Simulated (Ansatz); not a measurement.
Input and output of a self-consistent single point for RbBr (Fm-3m, 2 atoms in the cell) (Ansatz, a program for electronic structure).

Method of the run: PBE (plane waves, PAW; Ansatz).

The change in words: lattice scaled by 0.98; kpoints.mp_grid.grid: 6 6 6 → 16 16 16. Reference geometry:
```xyz
2
Lattice="0.0000 3.4553 3.4553 3.4553 0.0000 3.4553 3.4553 3.4553 0.0000" Properties=species:S:1:pos:R:3 pbc="T T T"
Rb     0.0000     0.0000     0.0000
Br     3.4553     3.4553     3.4553
```

Reference input (self-consistent single point, DFT, PBE, plane waves, default PAW files): basis.ecutwfc = 420 eV; kpoints.mp_grid.grid = 6 6 6; hamiltonian.xc = pbe; hamiltonian.pseudopotentials = {kind: paw} (the program's default PAW files); scf.occupations.method = fermi_dirac; scf.occupations.width = 0.02 eV. This run's input differs from it in these lines:

Ansatz 0.2 input:
```diff
@@ -3,5 +3,5 @@
   lattice:
-    - [0.00000000, 3.45533500, 3.45533500]
-    - [3.45533500, 0.00000000, 3.45533500]
-    - [3.45533500, 3.45533500, 0.00000000]
+    - [0.00000000, 3.38622800, 3.38622800]
+    - [3.38622800, 0.00000000, 3.38622800]
+    - [3.38622800, 3.38622800, 0.00000000]
   atoms:
@@ -12,3 +12,3 @@
 kpoints:
-  mp_grid: { grid: [6, 6, 6] }
+  mp_grid: { grid: [16, 16, 16] }
 hamiltonian:
```

Output (repeated stretches shortened):

```
SCF iter   1: F=—  HF=-6054.029765 eV  |F-HF|=—  |Δ(HF+E_count)|=         —  Δρ=2.17e-4  dr2=4.38e-5  ethr=1.77e-3  ⟨swp⟩=8.2  Hψ=12769  notcnv=0
all-band conjugate gradients solve this SCF's bands
preconditioner: auto → none
SCF iter   2: F=—  HF=-6054.030031 eV  |F-HF|=—  |Δ(HF+E_count)|=   2.66e-4  Δρ=8.61e-5  dr2=4.44e-6  ethr=2.74e-7  ⟨swp⟩=3.4  Hψ=5488  notcnv=0
   [... lines left out ...]
SCF iter   4: F=-6054.030053 eV  HF=-6054.030053 eV  |F-HF|=5.47e-8  |Δ(HF+E_count)|=   1.67e-6  Δρ=8.38e-6  dr2=7.57e-8  ethr=1.54e-9  ⟨swp⟩=2.0  Hψ=2755  notcnv=0
iter 5 did not close the SCF: its close was put off for the readings that it lacked (scf_convergence_deferred on its scf_iter line)
SCF iter   5: F=-6054.030053 eV  HF=-6054.030053 eV  |F-HF|=5.86e-10  |Δ(HF+E_count)|=   8.43e-8  Δρ=1.24e-6  dr2=1.33e-9  ethr=4.73e-10  ⟨swp⟩=2.0  Hψ=2755  notcnv=0
SCF iter   6: F=-6054.030053 eV  HF=-6054.030053 eV  |F-HF|=1.02e-10  |Δ(HF+E_count)|=   1.12e-9  Δρ=1.69e-7  dr2=1.07e-11  ethr=8.31e-12  ⟨swp⟩=1.9  Hψ=5238  notcnv=0
SCF 1 converged in 6 iterations: F = -6054.030053 eV  dr2 = 1.07e-11
Free energy (F): -6054.030053 eV
Internal energy: -6054.030053 eV  (E = F + TS)
E sigma→0 (E₀):  -6054.030053 eV
Fermi energy:    3.734913 eV
--- Forces (eV/Å), atoms counted from 1 ---
  atom   1  Rb    -0.00000000    -0.00000000    -0.00000000
  atom   2  Br     0.00000000    -0.00000000     0.00000000
--- Stress (GPa, compression-positive) ---
        1.649168       0.000000       0.000000
        0.000000       1.649168       0.000000
        0.000000      -0.000000       1.649168
  P = ⅓ Tr σ = 1.6492 GPa (16.492 kbar)
  The stress holds the Pulay correction. Without it, at fixed plane waves, as pw.x and ABINIT print it: P = 1.6444 GPa
```

The run converged in 6 iterations. Against the reference run the free energy rises by 16.7 meV/atom, the pressure goes from 0.61 to 1.65 GPa and the gap on the mesh goes from 4.303 to 4.458 eV.

The starting cell has typed, rounded lattice constants, without a prior relaxation at this level. Its lattice was rescaled by up to half a per cent. For this run, on top of that: lattice scaled by 0.98. Ansatz's pressure includes its estimate of the finite-basis (Pulay) stress.
